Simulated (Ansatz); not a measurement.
The reference is BN in the wurtzite structure (space group P6_3mc, No. 186).

```
CELL_PARAMETERS angstrom
      2.54100     0.00000     0.00000
     -1.27050     2.20057     0.00000
      0.00000     0.00000     4.20330
ATOMIC_POSITIONS crystal
  B  0.33333 0.66667 0.00027
  B  0.66667 0.33333 0.50027
  N  0.33333 0.66667 0.37473
  N  0.66667 0.33333 0.87473
```

Cartesian axes are those of the cell as printed.

All numbers come from DFT with PBEsol, PAW potentials and a 420 eV plane-wave cutoff in Ansatz (an electronic-structure program), spin-orbit coupling left out.

For the base:

| Item | Result |
|---|---|
| Electron mass | 0.30 mₑ along c, 0.50 mₑ across (at K) |
| Band gap | 4.96 eV |
| Width of the top valence band | 5.49 eV |
| Smallest direct gap | 8.21 eV |

It is then changed as follows: biaxial strain −2.40 %, plane normal [001], relaxed out of plane (Cartesian); in-plane vectors clamped, the third vector and the atoms free.

Problem. Estimate the effect on the electron mass.

Solution. The electron mass becomes 0.30 mₑ out of plane, 0.48 mₑ in plane (at K) (base: 0.30 mₑ along c, 0.50 mₑ across (at K)).

Problem. Predict the new ratio −ε⊥/ε∥.

Solution. The ratio −ε⊥/ε∥ comes out as 0.12.

Problem. What happens to the band gap?

Solution. The band gap decreases by 0.27 eV, from 4.96 eV to 4.69 eV.

Problem. What does the calculation give for the width of the top valence band after the change?

Solution. The width of the top valence band rises by 0.23 eV (5.49 eV → 5.72 eV).

Problem. Predict the new smallest direct gap.

Solution. The smallest direct gap falls by 0.287 eV to 7.93 eV.

Effective masses come from finite differences of ±0.01 Å⁻¹. Whether these cells are dynamically stable was not tested.
